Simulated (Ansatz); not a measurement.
The reference is KTaO$_{3}$ in the cubic perovskite structure (space group Pm-3m, No. 221; a = 3.984 Å). Axes: x, y, z lie along the cube axes.

The values are results of PBEsol (Ansatz, an electronic-structure program, PAW, spin-orbit coupling left out), earlier PAW set, not measurements.

Base values:

```
Quantity    Result
--------  --------
Band gap   2.15 eV
Pressure  0.00 GPa
```

Modification: biaxial strain −1.77 %, plane normal [111], relaxed out of plane (Cartesian); in-plane vectors clamped, the third vector and the atoms free.

Q: Predict the new band gap, energy relative to the base and pressure.

A: The band gap drops by 0.012 eV, from 2.15 eV to 2.13 eV; the energy goes up by 9.2 meV/atom; the pressure (mean of the normal stresses, compression positive) goes from zero to 4.43 GPa.

With Ta present, leaving out spin-orbit coupling can change the band edges. Whether these cells are dynamically stable was not tested.
